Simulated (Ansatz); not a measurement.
## CdS: S → Os

Start from CdS in the zinc blende structure (space group F-43m, No. 216; a = 5.878 Å).

The change: every S is replaced by Os; the structure is relaxed again.

Calculations: Ansatz (a first-principles code) r2SCAN, spin-orbit coupling left out. Settings: 14×14×14 k-points, 0.05 eV Fermi–Dirac smearing, for the changed cell.

```csv
quantity,base,changed,shift
density,4.73 g/cm³,9.53 g/cm³,+4.80 g/cm³
lattice parameter a,5.878 Å,5.953 Å,+0.075 Å
space group,F-43m (No. 216),F-43m (No. 216),–
shortest interatomic distance,2.545 Å,2.578 Å,+0.033 Å
band gap,1.54 eV,zero,–
```

Final structure:

```
CdOs
1.0
    0.00000     2.97655     2.97655
    2.97655     0.00000     2.97655
    2.97655     2.97655     0.00000
Os Cd
1 1
Direct
  0.25000   0.25000   0.25000
  0.00000   0.00000   0.00000
```

Spin-orbit coupling, missing from the scalar runs, can matter with Os. No phonon test of stability was made. As relaxed here, CdOs is a hypothetical phase, not in the database extracts checked. All final runs are without spin polarisation. CdOs has a high density of states at the Fermi level and may be magnetic at this level.
